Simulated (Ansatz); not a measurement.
We look at the energy of the reaction as written. Reaction: 7/8 cell B → cell A. A negative value means that the right-hand side lies lower.

Cell A: a sheet of composition Au14, 14 atoms, oblique cell of 10.86 × 10.84 Å (102.0 Å²), symmetry Cmmm within 0.02 Å, 0.0 Å thick under 16 Å of vacuum, in-plane vectors relaxed; planes from bottom to top: Au14, all atoms in one plane; a model cell; spin state with PBE: run without spin, k-point mesh 6×6×1.
```
Au
1.0
   10.86472     0.00000     0.00000
    5.43236     9.38455     0.00000
    0.00000     0.00000    16.00000
Au
14
Cartesian
  0.00000   0.01946   8.00000
  2.75195   0.05289   8.00000
  5.43236   0.03054   8.00000
  8.11277   0.05289   8.00000
  1.40815   2.34614   8.00000
  9.45657   2.34614   8.00000
  2.75195   4.63938   8.00000
  5.43236   4.66173   8.00000
  8.11277   4.63938   8.00000
 10.86472   4.67281   8.00000
  4.06666   7.04004   8.00000
  6.79806   7.04004   8.00000
  9.49902   7.03678   8.00000
 12.23043   7.03678   8.00000
```

Cell B: a sheet of composition Au16, 16 atoms, hexagonal cell of 10.97 Å (104.1 Å²), symmetry P6/mmm within 0.02 Å, 0.0 Å thick under 16 Å of vacuum, in-plane vectors relaxed; planes from bottom to top: Au16, all atoms in one plane; a model cell; spin state with PBE: run without spin, k-point mesh 6×6×1.
```xyz
16
Lattice="10.9661 0.0000 0.0000 5.4830 9.4969 0.0000 0.0000 0.0000 16.0000" Properties=species:S:1:pos:R:3 pbc="T T T"
Au     0.0000     0.0000     8.0000
Au     2.7415     0.0000     8.0000
Au     5.4830     0.0000     8.0000
Au     8.2246     0.0000     8.0000
Au     1.3708     2.3742     8.0000
Au     4.1123     2.3742     8.0000
Au     6.8538     2.3742     8.0000
Au     9.5953     2.3742     8.0000
Au     2.7415     4.7484     8.0000
Au     5.4830     4.7484     8.0000
Au     8.2246     4.7484     8.0000
Au    10.9661     4.7484     8.0000
Au     4.1123     7.1227     8.0000
Au     6.8538     7.1227     8.0000
Au     9.5953     7.1227     8.0000
Au    12.3368     7.1227     8.0000
```

Computed with Ansatz (plane waves, PAW), its default PAW set, cutoff 420 eV, 500 eV for r2SCAN. The structures are at rest with PBE; other levels are single points on them. Neutral cells; Fermi-Dirac smearing of at most 0.10 eV in the solids, energies taken to zero width. The lattices are those relaxed with PBE, so at other levels the solids can be strained, which adds to the spread. A dispersion term (D3(BJ), or D4 for r2SCAN) was computed beside these levels and is taken off wherever the name lacks it. No zero-point or thermal terms. Cells are local rest points, mostly with their start's symmetry. The runs are scalar-relativistic, without spin-orbit coupling. Cell A has symmetry Cmmm within 0.02 Å and got no random move, so less symmetric positions, which may lie lower, weren't tried. Cell B has symmetry P6/mmm within 0.02 Å and got no random move, so less symmetric positions, which may lie lower, weren't tried.

Problem. What value does r2SCAN give?

Solution. 2.91 eV, for 7/8 cell B → cell A.

Problem. What do the other levels give, and how wide is the spread?

Solution. 
```csv
Level,value (eV),less r2SCAN
PBE,2.57,-0.34
```

The levels shown span 0.34 eV, from PBE (2.57) to r2SCAN (2.91).

Ansatz is an electronic-structure program.
